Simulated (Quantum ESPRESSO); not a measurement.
Quick settings and what they miss: Cr (Im-3m, 1 atom in the cell)

Self-consistent single point.

```
CELL_PARAMETERS angstrom
     -1.40515     1.40515     1.40515
      1.40515    -1.40515     1.40515
      1.40515     1.40515    -1.40515
ATOMIC_POSITIONS crystal
  Cr 0.00000 0.00000 0.00000
```
Moments meant for the start (each program seeds them in its own way; μB, in the order of the atoms Cr): 3.0.

Method of the run: PBE, PSlibrary PAW (PBE, semicore) pseudopotentials (plane waves; Quantum ESPRESSO).

Base settings: ecutwfc = 55 Ry; ecutrho = 495 Ry; occupations = smearing; smearing = marzari-vanderbilt; degauss = 0.0073499 Ry; nspin = 2; potentials = {Cr: Cr.pbe-spn-kjpaw_psl.1.0.0.UPF}; K_POINTS = automatic 13 13 13 1 1 1; conv_thr = 1e-11 Ry; mixing_beta = 0.3.

Tight run (finer mesh or higher cutoff; not a proven limit): ecutwfc: 55 Ry → 77 Ry; ecutrho: 495 Ry → 693 Ry; conv_thr: 1e-11 Ry → 7.3e-11 Ry; K_POINTS: automatic 13 13 13 1 1 1 → automatic 18 18 18 1 1 1. It gave Fermi level (on the code's own zero) 20.49 eV; pressure 11.21 GPa; size of the cell's spin moment 0.00 μB.

Quick runs, as changes from the base:
- A: the base itself
- B: ecutwfc: 55 Ry → 28 Ry; ecutrho: 495 Ry → 252 Ry; smearing: marzari-vanderbilt → gaussian; degauss: 0.0073499 Ry → 0.0099958 Ry; K_POINTS: automatic 13 13 13 1 1 1 → automatic 8 8 8 1 1 1

Energies are extrapolated to zero smearing width, which holds to low order in the width alone (under cold and Methfessel-Paxton smearing the free energy itself is taken).

The count of work is k-points × plane waves × bands × iterations; it is no time. 

The starting cell was generated: these elements placed on a structure prototype, without a prior relaxation; it need not be a known phase or ordering of this composition. Its lattice was rescaled by a random factor within 2.5 % of one. The starting moments vanished: the run ended non-magnetic, which need not be the lowest state. In the base run, with a pressure of about 11 GPa the cell is away from its equilibrium volume at this level.

```csv
run,energy less tight (meV/atom),pressure less tight (GPa),count of work / tight
A,75.8,-0.15,0.35
B,8432.5,-577.19,0.055
```

Among the runs at the tight run's level, the energy misses run from 75.8 to 8432.5 meV/atom.

Left out of this page: 4 runs of the series outside the window shown, repeating another row's setting, or not comparable.
